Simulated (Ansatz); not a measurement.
# Y: stress against strain

Y (hcp, P6_3/mmc, 32.941 Å³/atom at rest, c along z) under an equal strain ε in the (0001) plane with the normal axis free, as in a coherent film. PBE in Ansatz, a plane-wave DFT program (PAW, default set), 420 eV, 18×18×10 Γ-centred mesh, Fermi-Dirac smearing 0.10 eV; ions are relaxed within the symmetry of each cell. Stress is positive for a compressed cell.

Here s stands for strain and y for stress xx.

| strain (%) | stress xx (GPa) |
|---|---|
| -3.00 | ? |
| -1.50 | 1.35 |
| -1.00 | 0.90 |
| -0.50 | 0.45 |
| 0.00 | 0.00 |
| 0.50 | -0.43 |
| 1.00 | -0.86 |
| 1.50 | -1.27 |

Taking a straight line for y over the 7 complete rows: Means: s 0, y 0.020. About the means, the sum of products is -6.1300 and the sum of squares of s is 7.0000; the slope is their ratio. Least squares gives y = 0.020 - 0.8757·s. Residuals (row less fit): 0.016, 0.004, -0.008, -0.020, -0.012, -0.004, 0.024; standard error 0.017 (degrees of freedom: 5). The slope gives the biaxial elastic modulus of this plane = 88 ± 0.6 GPa.

Problem. What does the fit predict for y at s = -3.00, and how far is the calculated value from it?

Solution. y = 0.020 - 0.8757 × (-3.0) = 2.647 GPa. The calculation gives 2.76 GPa, 0.113 GPa above the prediction (2.8 % of the range of y in the table). The row lies outside the fitted rows, so this is an extrapolation. From the scatter of the fitted rows alone, a prediction at this place has a standard error of 0.027 GPa, so the miss is 4.2 times that.

One order more, fitted to all 13 runs of the series, follows each within 0.01, so the miss is the next term of a smooth law. In a metal these values are sensitive to mesh and smearing; energies are taken to zero smearing, stresses follow the free energy. Rows are the converged runs of the series near zero and its far end; series whose fitted rows scatter by over a few per cent of the range, as at a crossing or softening among them, aren't shown in this form. Most that stay on the fit to the last digits aren't either.
